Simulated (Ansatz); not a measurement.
Consider interstitial Al in zinc-blende AlP, charge state +3. Computed with PBE, PAW (plane waves to 420 eV; Ansatz, a quantum-chemistry and plane-wave program).

Cell of 64 host sites held at the relaxed PBE lattice; a 2×2×2 k-point mesh shifted by half a step; Fermi-Dirac width 0.01 eV, spin-restricted; finite-size errors left in. No zero-point or tunnelling terms. The charge state is imposed; whether it is stable for some Fermi level was not computed. Sites that were not tried may lie lower.

Barriers: single points on a 3×3×3 k-point mesh shifted by half a step at the bands' geometries.

Relaxed starting cell (atoms counted from 1):

```yaml
crystal:
  lattice:
    - [11.01654, 0.00000, 0.00000]
    - [0.00000, 11.01654, 0.00000]
    - [0.00000, 0.00000, 11.01654]
  atoms:
    - { symbol: Al, position: [0.99907, 0.99901, 0.99974] }
    - { symbol: Al, position: [0.99343, 0.99334, 0.50731] }
    - { symbol: Al, position: [0.99342, 0.50661, 0.99405] }
    - { symbol: Al, position: [0.99905, 0.50102, 0.50173] }
    - { symbol: Al, position: [0.50670, 0.99334, 0.99405] }
    - { symbol: Al, position: [0.50109, 0.99898, 0.50175] }
    - { symbol: Al, position: [0.50108, 0.50102, 0.99974] }
    - { symbol: Al, position: [0.50671, 0.50661, 0.50731] }
    - { symbol: P, position: [0.12590, 0.12582, 0.37492] }
    - { symbol: P, position: [0.12311, 0.12302, 0.87392] }
    - { symbol: P, position: [0.12311, 0.62683, 0.37772] }
    - { symbol: P, position: [0.12601, 0.62540, 0.87529] }
    - { symbol: P, position: [0.62691, 0.12301, 0.37771] }
    - { symbol: P, position: [0.62549, 0.12592, 0.87529] }
    - { symbol: P, position: [0.62551, 0.62542, 0.37477] }
    - { symbol: P, position: [0.62532, 0.62522, 0.87550] }
    - { symbol: Al, position: [0.98643, 0.25003, 0.25073] }
    - { symbol: Al, position: [0.99946, 0.25000, 0.75073] }
    - { symbol: Al, position: [0.99945, 0.74997, 0.25073] }
    - { symbol: Al, position: [0.99905, 0.75001, 0.75073] }
    - { symbol: Al, position: [0.51371, 0.25000, 0.25078] }
    - { symbol: Al, position: [0.50069, 0.25001, 0.75073] }
    - { symbol: Al, position: [0.50070, 0.75000, 0.25073] }
    - { symbol: Al, position: [0.50111, 0.74996, 0.75074] }
    - { symbol: P, position: [0.12590, 0.37420, 0.12653] }
    - { symbol: P, position: [0.12309, 0.37697, 0.62754] }
    - { symbol: P, position: [0.12308, 0.87316, 0.12375] }
    - { symbol: P, position: [0.12602, 0.87460, 0.62614] }
    - { symbol: P, position: [0.62688, 0.37695, 0.12376] }
    - { symbol: P, position: [0.62549, 0.37406, 0.62614] }
    - { symbol: P, position: [0.62548, 0.87459, 0.12665] }
    - { symbol: P, position: [0.62530, 0.87474, 0.62597] }
    - { symbol: Al, position: [0.25006, 0.98636, 0.25070] }
    - { symbol: Al, position: [0.25008, 0.99939, 0.75072] }
    - { symbol: Al, position: [0.25007, 0.51364, 0.25073] }
    - { symbol: Al, position: [0.25007, 0.50060, 0.75069] }
    - { symbol: Al, position: [0.75008, 0.99937, 0.25071] }
    - { symbol: Al, position: [0.75008, 0.99896, 0.75071] }
    - { symbol: Al, position: [0.75007, 0.50061, 0.25069] }
    - { symbol: Al, position: [0.75007, 0.50103, 0.75072] }
    - { symbol: P, position: [0.37429, 0.12581, 0.12654] }
    - { symbol: P, position: [0.37707, 0.12303, 0.62756] }
    - { symbol: P, position: [0.37705, 0.62683, 0.12378] }
    - { symbol: P, position: [0.37414, 0.62541, 0.62613] }
    - { symbol: P, position: [0.87326, 0.12303, 0.12377] }
    - { symbol: P, position: [0.87468, 0.12592, 0.62613] }
    - { symbol: P, position: [0.87466, 0.62542, 0.12662] }
    - { symbol: P, position: [0.87483, 0.62524, 0.62596] }
    - { symbol: Al, position: [0.25010, 0.25002, 0.98708] }
    - { symbol: Al, position: [0.25009, 0.24999, 0.51436] }
    - { symbol: Al, position: [0.25006, 0.74997, 0.00012] }
    - { symbol: Al, position: [0.25009, 0.75002, 0.50134] }
    - { symbol: Al, position: [0.75006, 0.24999, 0.00012] }
    - { symbol: Al, position: [0.75007, 0.25000, 0.50135] }
    - { symbol: Al, position: [0.75008, 0.75002, 0.99969] }
    - { symbol: Al, position: [0.75006, 0.74998, 0.50177] }
    - { symbol: P, position: [0.37426, 0.37419, 0.37493] }
    - { symbol: P, position: [0.37706, 0.37699, 0.87390] }
    - { symbol: P, position: [0.37705, 0.87320, 0.37769] }
    - { symbol: P, position: [0.37410, 0.87454, 0.87529] }
    - { symbol: P, position: [0.87325, 0.37698, 0.37770] }
    - { symbol: P, position: [0.87463, 0.37403, 0.87528] }
    - { symbol: P, position: [0.87463, 0.87454, 0.37477] }
    - { symbol: P, position: [0.87486, 0.87479, 0.87549] }
    - { symbol: Al, position: [0.25008, 0.24999, 0.25069] }
```
Cell charge +3.

End state 1 differs by these moves (Å; atoms that move under 0.08 Å are left out):

| atom | element | Δx | Δy | Δz |
|---|---|---|---|---|
| 2 | Al | 0.05 | 0.08 | -0.05 |
| 3 | Al | 0.05 | -0.05 | 0.08 |
| 4 | Al | -0.13 | 0.13 | 0.13 |
| 5 | Al | -0.06 | 0.06 | 0.06 |
| 8 | Al | -0.08 | -0.05 | -0.05 |
| 11 | P | 0.03 | -0.10 | -0.03 |
| 17 | Al | 0.01 | -0.15 | -0.15 |
| 21 | Al | -0.15 | -0.03 | -0.03 |
| 26 | P | 0.03 | -0.02 | -0.10 |
| 33 | Al | 0.03 | 0.16 | -0.03 |
| 35 | Al | 0.15 | -0.01 | -0.15 |
| 42 | P | 0.07 | -0.07 | 0.06 |
| 43 | P | 0.07 | 0.07 | -0.07 |
| 45 | P | -0.06 | -0.07 | -0.07 |
| 48 | P | -0.08 | 0.08 | 0.08 |
| 49 | Al | 0.03 | -0.03 | 0.16 |
| 50 | Al | 0.15 | -0.15 | -0.01 |
| 61 | P | 0.10 | -0.03 | -0.03 |
| 65 | Al | -1.37 | 1.38 | 1.37 |

Question: Predict the forward and backward barriers to end state 1 from PBE, PAW.

Answer: forward 1.26 eV, backward 0.41 eV; at the saddle point atom 65 has neighbours 3 Al at 2.60; 3 P at 2.33 Å. The program found a first-order saddle point.
